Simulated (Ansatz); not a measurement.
Computed with PBE (plane waves to 420 eV, PAW; Ansatz, a program for electronic structure).

Planar average of the electrostatic potential across the slab, in eV from the Fermi level, for a constructed model of the (100) surface of rock-salt TiN, top plane replaced by RuO (bottom of the slab: a bare face, its two planes held):

(z (Å), V (eV)): (3.94, 2.55); (4.22, 2.55); (4.50, 2.54); (4.78, 2.53); (5.06, 2.52); (5.34, 2.50); (5.62, 2.45); (5.91, 2.38); (6.19, 2.25); (6.47, 2.01); (6.75, 1.54); (7.03, 0.59); (7.31, -1.48); (7.59, -6.29); (7.88, -13.51); (8.16, -18.39); (8.44, -17.39); (8.72, -11.30); (9.00, -4.87); (9.28, -2.29); (9.56, -4.04); (9.84, -9.92); (10.12, -16.68); (10.41, -19.04); (10.69, -15.27); (10.97, -8.23); (11.25, -3.34); (11.53, -2.67); (11.81, -6.25); (12.09, -13.14); (12.38, -18.47); (12.66, -18.10); (12.94, -12.30); (13.22, -5.63); (13.50, -2.74); (13.78, -4.27); (14.06, -9.42); (14.34, -15.97); (14.62, -18.97); (14.91, -15.88); (15.19, -8.66); (15.47, -2.99); (15.75, -1.81); (16.03, -4.82); (16.31, -12.17); (16.59, -18.07); (16.88, -18.31); (17.16, -13.33); (17.44, -7.46); (17.72, -4.41); (18.00, -6.71); (18.28, -13.82); (18.56, -21.55); (18.84, -24.97); (19.12, -20.33); (19.41, -10.53); (19.69, -2.06); (19.97, 1.77); (20.25, 2.97); (20.53, 3.46); (20.81, 3.66); (21.09, 3.74); (21.38, 3.78); (21.66, 3.79); (21.94, 3.80); (22.22, 3.80); (22.50, 3.80); (22.78, 3.80); (23.06, 3.81); (23.34, 3.81)

Model: 12-atom slab, 10.5 Å thick at the start with caps and adatoms (thin: gaps and levels are the slab's own), 12x12x1 mesh, Fermi-Dirac 0.1 eV, dipole correction, 4 atoms held, the rest relaxed; symmetry of the start imposed; no spin, no spin-orbit, no U. It is one candidate, not shown to be the stable structure of the face.

Question: The surface cell has an area of 9.02 Å². What dipole along the normal does the step between the two vacuum levels imply?

Answer: the top vacuum level lies 1.25 eV above the bottom one; p = −ε₀ A ΔV (ε₀ = 0.005526 e/(V·Å)) gives -0.06 e·Å a cell.
